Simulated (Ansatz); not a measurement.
Consider KTaO3 in the cubic perovskite structure (space group Pm-3m, No. 221; a = 3.9853 Å). Axes: x, y, z lie along the cube axes.

Computed with PBEsol (Ansatz, a quantum-chemistry and plane-wave program), no spin-orbit coupling.

Strains are applied to the cell and any free atomic positions relax; under biaxial strain the out-of-plane vector relaxes too.

One change was made to it. Results:

The band gap drops by 0.073 eV, from 2.14 eV to 2.06 eV; the shortest interatomic distance grows by 0.8 pm, from 199.3 pm to 200.1 pm.

Q: Which of these changes matches the shifts?
A) biaxial strain +2.00 %, plane normal [111], relaxed out of plane
B) biaxial strain +2.50 %, plane normal [111], relaxed out of plane
C) biaxial strain +1.00 %, plane normal [111], relaxed out of plane

A: C, biaxial strain +1.00 %, plane normal [111], relaxed out of plane. For comparison, the band gap in the other runs: biaxial strain +2.00 %, plane normal [111], relaxed out of plane gives 1.98 eV; biaxial strain +2.50 %, plane normal [111], relaxed out of plane gives 1.94 eV.

Spin-orbit coupling, missing from the scalar runs, can matter with Ta. Stability against distortions was not tested.
